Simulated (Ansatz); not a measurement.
Cost and result by functional for the surface energy of the (100) surface of germanium in its 1x1 cell, relaxed from an ideal cut (the real face may reconstruct), outermost plane spacing 1.44 Å in the ideal cut, in Ansatz (plane waves, PAW). Single points on the PBE structure, on one kind of machine; costs are rough ratios of the slab run's core time (references not counted) to the cheapest single point. r2SCAN's cost holds its higher cutoff (500 against 420 eV). Differences are taken against r2SCAN for comparison alone: no measured value is at hand, so the table doesn't rank accuracy.

Model: 9-atom slab, 11.5 Å thick at the start, 6x6x1 mesh, Fermi-Dirac 0.025 eV, dipole correction, all atoms relaxed; held to the start's symmetry, so lower structures may exist; no spin (no spin-polarised run to compare, though such a face may carry moments), no spin-orbit, no U. The slab shows no gap on its mesh. These notes are the PBE run's.

```
functional                     relative cost  surface energy (J/m²)  less r2SCAN (J/m²)
-----------------------------  -------------  ---------------------  ------------------
LDA                                        1                   1.68                0.02
RPBE                                       1                   1.26               -0.41
PBEsol                                     1                   1.58               -0.09
r2SCAN                                     2                   1.67                0.00
PBE (the relaxed run's value)              –                   1.39               -0.28
```

The values span 0.43 J/m², while the single points' costs differ by a factor of roughly 2. Differences are of unrounded values.

Ansatz is a quantum-chemistry and plane-wave program.
